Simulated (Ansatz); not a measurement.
## A computed series for TiB2: point defects

The reference is a 9-atom supercell of TiB$_{2}$ (space group P6/mmm, No. 191; a = 3.0174 Å, c = 3.1851 Å) at its relaxed geometry.

One neutral defect a cell, atoms relaxed at fixed cell.

All numbers come from PBEsol/PAW in Ansatz (an electronic-structure program), without spin-orbit coupling.

```json
[
 {"variant": "perfect supercell", "pressure": "0.0 GPa", "largest displacement of a host atom from its site in the perfect cell": "–"},
 {"variant": "H interstitial (started 1.59 Å from the nearest host atom)", "pressure": "7.3 GPa", "largest displacement of a host atom from its site in the perfect cell": "0.04 Å"},
 {"variant": "Ti interstitial (started 1.59 Å from the nearest host atom)", "pressure": "75.3 GPa", "largest displacement of a host atom from its site in the perfect cell": "0.91 Å"},
 {"variant": "Ti vacancy, symmetric start", "pressure": "-4.6 GPa", "largest displacement of a host atom from its site in the perfect cell": "0.00 Å"},
 {"variant": "B vacancy", "pressure": "-0.7 GPa", "largest displacement of a host atom from its site in the perfect cell": "0.06 Å"},
 {"variant": "B interstitial (started 1.53 Å from the nearest host atom), symmetric start", "pressure": "33.2 GPa", "largest displacement of a host atom from its site in the perfect cell": "0.33 Å"}
]
```

In so small a cell the defect repeats every few ångströms: this is an ordered compound, not a dilute defect. The mesh was chosen for an insulator and is coarse for the gapless case. Defects with a symmetric start kept the site's symmetry and may sit on a saddle; the others started slightly shaken. The final runs are not spin-polarised.
